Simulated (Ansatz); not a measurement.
Effect of holes 7.0×10^20 cm⁻³ on ZnS

The reference is ZnS in the zinc blende structure (space group F-43m, No. 216; a = 5.357 Å).

Modification: hole doping at 7.0×10^20 cm⁻³ (0.0269 per cell), with a uniform compensating background at fixed cell and a 300 K Fermi–Dirac width.

Calculations: Ansatz (a program for electronic structure), PBEsol, PAW, cutoff 420 eV, scalar-relativistic without spin-orbit coupling. Γ-centred 24×24×24 mesh, Fermi–Dirac width 0.0259 eV.

| quantity | base | changed | shift |
|---|---|---|---|
| gap between the host's bands | 2.09 eV | 2.10 eV | +0.020 eV |
| gap character | direct at Γ | direct at Γ | – |
| valley order (the lowest conduction-band minima on the path, energy above the VBM, named in the base's zone) | Γ 2.09 eV; X along ⟨100⟩ 3.17 eV; L along ⟨111⟩ 3.24 eV | Γ 2.10 eV; X along ⟨100⟩ 3.20 eV; L along ⟨111⟩ 3.25 eV | – |
| Fermi level relative to the doped band's edge (positive inside the band; to 0.05 eV) | – | +0.15 eV | – |

Final structure:

```
ZnS
1.0
    0.00000     2.67833     2.67833
    2.67833     0.00000     2.67833
    2.67833     2.67833     0.00000
S Zn
1 1
Cartesian
  4.01749   4.01749   4.01749
  0.00000   0.00000   0.00000
```
Cell charge +0.026898.

Carriers are added with a uniform compensating background; total energy and stress of such cells depend on the potential's zero and are not compared; many-body gap narrowing is missing at this level. Whether these cells are dynamically stable was not tested.
